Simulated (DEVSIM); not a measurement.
System: Schottky contact on p-type Si, at 300 K.

```
layer (left to right)  material  thickness (μm)  Na (cm⁻³)   τn (s)   τp (s)
---------------------  --------  --------------  ---------  -------  -------
1                            Si            5.10     8.8e16  0.00063  0.00063
```

Left contact: Schottky, work function 4.394 eV, emission velocity 9.2e6 cm/s. Right contact: ohmic. Voltage is applied to the left contact. Recombination: SRH at mid-gap. Mobility is μmin + (μ − μmin)/(1 + (N/Nref)^α).

Constants are typed, rounded textbook-type inputs, not results; the design itself was drawn at random and stands for no fabricated device. Values at 300 K.

| parameter | Si |
|---|---|
| gap (eV) | 1.124 |
| affinity (eV) | 4.05 |
| permittivity | 11.7 |
| Nc (cm⁻³) | 2.86e19 |
| Nv (cm⁻³) | 3.1e19 |
| μn (cm²/Vs) | 1417 |
| μp (cm²/Vs) | 470 |
| μn,min | 52 |
| μp,min | 45 |
| Nref,n | 9.7e16 |
| Nref,p | 2.2e17 |
| αn | 0.68 |
| αp | 0.72 |

Model (solved in DEVSIM): 1D drift-diffusion, Boltzmann statistics, complete ionisation; no tunnelling, impact ionisation, image-force lowering or self-heating. Metal contacts follow the ideal Schottky-Mott rule: no Fermi-level pinning, no interface dipoles.

The metal work function was swept, all else fixed.

| metal work function (eV) | dark forward voltage at 1 A/cm² (V) | dark forward voltage at 100 A/cm² (V) | potential step across the device at zero bias (V) | largest field in the device at zero bias (V/cm) |
|---|---|---|---|---|
| 4.194 | 0.532 | 0.666 | 0.828 | 150000 |
| 4.244 | 0.482 | 0.617 | 0.778 | 140000 |
| 4.294 | 0.432 | 0.567 | 0.728 | 140000 |
| 4.344 | 0.382 | 0.517 | 0.678 | 130000 |
| 4.394 | 0.332 | 0.467 | 0.628 | 130000 |
| 4.444 | 0.282 | 0.417 | 0.578 | 120000 |
| 4.494 | 0.232 | 0.367 | 0.528 | 120000 |
| 4.544 | 0.182 | 0.317 | 0.478 | 110000 |

From the first row to the last the dark forward voltage at 1 A/cm² goes from 0.532 to 0.182. From the first row to the last the dark forward voltage at 100 A/cm² goes from 0.666 to 0.317.
